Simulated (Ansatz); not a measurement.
Take Zr in the hcp (Mg type) structure (space group P6_3/mmc, No. 194; a = 3.244 Å, c = 5.158 Å; relaxed with 0.1 eV smearing) as the base.

Level of theory: Ansatz (an electronic-structure program), r2SCAN, PAW, cutoff 500 eV, spin-orbit coupling left out.

Before the change:

```
Quantity    Value
--------  -------
Pressure  0.0 GPa
Band gap     zero
```

The change: the cell is scaled by 1.0100 in all directions, atoms relaxed at fixed cell.

Question: Predict the new energy relative to the base.

Answer: The energy grows by 6.1 meV/atom.

Question: Estimate the effect on the pressure.

Answer: The pressure (mean of the normal stresses, compression positive) goes from zero to -2.7 GPa.

Question: How does this affect the band gap?

Answer: The band gap is still zero.

The cells carry an imposed strain or load. Stability against distortions was not tested. All final runs are without spin polarisation.
